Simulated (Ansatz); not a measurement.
**AlN: energy against volume**

AlN (zinc blende, F-43m, 10.671 Å³/atom and stress up to 0.01 GPa in the relaxed cell, cube axes along x, y and z) under an equal strain ε along all three axes. PBE in Ansatz, a plane-wave DFT program (PAW, default set), 420 eV, 13×13×13 Γ-centred mesh, Fermi-Dirac smearing 0.05 eV; ions are relaxed, or left where forces stay under 0.02 eV/Å, within the symmetry of each cell.

Here V stands for volume and E for E less E0.

| volume (Å³/atom) | E less E0 (meV/atom) | pressure (GPa) |
|---|---|---|
| 10.0435 | 24.52 | 13.14 |
| 10.1981 | 13.57 | 9.55 |
| 10.3541 | 5.96 | 6.16 |
| 10.5118 | 1.48 | 2.98 |
| 10.6711 | 0.00 | 0.00 |
| 10.8320 | 1.42 | -2.80 |
| 10.9944 | 5.59 | -5.42 |
| 11.1585 | 12.43 | -7.88 |
| 11.3242 | 21.77 | -10.18 |
| 11.6606 | ? | ? |

Taking the third-order Birch-Murnaghan form, a cubic in V^(-2/3) for E over the 9 complete rows: With u = V^(-2/3) - 0.206, the rows have u = 0.008821, 0.006644, 0.004503, 0.002392, 0.000313, -0.001735, -0.003751, -0.005739, -0.007697. Least squares gives E = 0.035 - 210.50·u + 339050·u² - 65547·u³. Residuals (row less fit): 0.005, -0.014, 0.004, 0.009, -0.002, -0.001, -0.008, 0.008, -0.002; standard error 0.010 (degrees of freedom: 5). Its minimum lies at u = 0.000310, so V0 = (0.206310)^(-3/2) = 10.67. There d²E/du² = 678000 and d³E/du³ = -393300, so B0 = (4/9) × 10.67^(-7/3) × 678000 × 0.160218 = 193 GPa (the last factor turns the table's units into GPa), and B0' = 4 + (2/3) × 0.206310 × (-393300)/678000 = 3.9. B0' rests on the cubic coefficient alone and has a standard error of 0.1 from these residuals.

Estimate the missing E (V = 11.6606); what did the run itself give?

u = -0.011530, so E = 0.035 - 210.50 × (-0.011530) + 339050 × (-0.011530)² - 65547 × (-0.011530)³ = 47.636 meV/atom. The calculation gives 47.64 meV/atom, which the fit meets to the printed digits. The row lies outside the fitted rows, so this is an extrapolation. From the scatter of the fitted rows alone, a prediction at this place has a standard error of 0.039 meV/atom, so the miss is 0.1 times that.

Other structures, which can take over under pressure, weren't tried. The same form fitted to the pressure column gives B0' = 3.9; series where the two differ by over 0.4 aren't shown. AlN is here a metastable form; wurtzite is the usual one. Rows are the converged runs of the series near zero and its far end, less any whose ions stayed unrelaxed beside relaxed ones; series whose fitted rows scatter by over a few per cent of the range, as at a crossing or softening among them, aren't shown in this form.
